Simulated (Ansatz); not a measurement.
The starting structures come from a database of crystals and need not be the phases stable at ambient conditions.

Tunnelling through a barrier is set by its complex band structure: the current falls as exp(−2κd) with the smallest κ.

Consider the following.

```yaml
crystal:
  lattice:
    - [5.28804, 0.00000, 0.00000]
    - [0.00000, 8.83672, 0.00000]
    - [2.64402, 0.00000, 4.57957]
  atoms:
    - { symbol: K, position: [0.00000, 0.50000, 0.00000] }
    - { symbol: As, position: [0.66667, 0.20231, 0.66667] }
    - { symbol: As, position: [0.33333, 0.79769, 0.33333] }
    - { symbol: As, position: [0.33333, 0.20231, 0.33333] }
    - { symbol: As, position: [0.66667, 0.79769, 0.66667] }
    - { symbol: Cl, position: [0.00000, 0.00000, 0.00000] }
    - { symbol: O, position: [0.50000, 0.31495, 0.00000] }
    - { symbol: O, position: [0.50000, 0.68505, 0.00000] }
    - { symbol: O, position: [0.00000, 0.31495, 0.50000] }
    - { symbol: O, position: [0.00000, 0.68505, 0.50000] }
    - { symbol: O, position: [0.50000, 0.31495, 0.50000] }
    - { symbol: O, position: [0.50000, 0.68505, 0.50000] }
```

Space group of this cell: P6/mmm. The cell was relaxed by PBE-D3(BJ); by r2SCAN its mean pressure is -2.2 GPa.

Transport runs along the normal of the first two printed cell vectors, the (100) plane of the conventional cell.

The gap is the functional's own, uncorrected, and κ follows it; spin-orbit coupling is left out. Mid-gap values are interpolated between the computed energies.

Problem. Predict the band gap and the smallest decay constant κ at mid-gap from r2SCAN in Ansatz (a program for electronic structure).

Solution. Gap 3.91 eV on a 8×4×8 mesh; κ = 0.313 1/Å, at the zone centre.
